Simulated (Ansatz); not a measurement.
# InAgTe2 under a change: uniaxial strain ε_zz = −3.00 %

The parent structure is InAgTe2 in the chalcopyrite structure (space group I-42d, No. 122; a = 6.569 Å, c = 12.999 Å). Axes: x, y, z lie along a, b, c of the conventional cell.

The change: the cell is compressed by 3.00 % along z with no lateral relaxation; the atoms relax in the strained cell.

All numbers come from Ansatz (a program for electronic structure) PBE, without spin-orbit coupling. Γ-centred 7×7×7 mesh, Fermi–Dirac width 0.05 eV.

The space group remains I-42d (No. 122) and the energy rises by 4.9 meV/atom. The pressure (mean of the normal stresses, compression positive) rises by 11.9 kbar, from 0.1 kbar to 12.0 kbar and the band gap rises by 0.032 eV (0.05 eV → 0.09 eV) (uncertain: the Fermi level lies in a band; the base alone). The stress (xx, yy, zz, yz, xz, xy; compression positive) amounts to (1.05, 1.05, 1.49, 0.00, 0.00, 0.00) GPa.

With Te present, leaving out spin-orbit coupling can change the band edges. Whether these cells are dynamically stable was not tested. The zero or small gap of InAgTe2 can change with the level of theory.
